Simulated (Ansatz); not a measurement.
Given:

```xyz
2
Lattice="3.8072 0.0000 0.0000 0.0000 3.8072 0.0000 1.9036 -1.9036 2.7433" Properties=species:S:1:pos:R:3 pbc="T T T"
Ga     0.0000     0.0000     0.0000
P      3.8072     1.9036     1.3717
```

No spin polarisation.

The values are results of DFT with PBEsol, PAW potentials and a 420 eV plane-wave cutoff in Ansatz (a program for electronic structure), no SOC, not measurements. k-mesh 11×11×11 (Γ-centred); smearing 0.05 eV (Fermi–Dirac).

**Question.** Estimate the mean in-plane stress (compression positive).

**Answer.** +1.5 GPa.

**Question.** Estimate the valence-band top at Γ (three highest levels, from the VBM).

**Answer.** 0.00, 0.00, -0.11 eV.

The levels and masses belong to the bands next to the band gap. The cells carry an imposed strain or load. Whether these cells are dynamically stable was not tested. The cell was made from GaP in the zinc blende structure (space group F-43m, No. 216) by this change: biaxial strain −1.00 %, plane normal [001], relaxed out of plane.
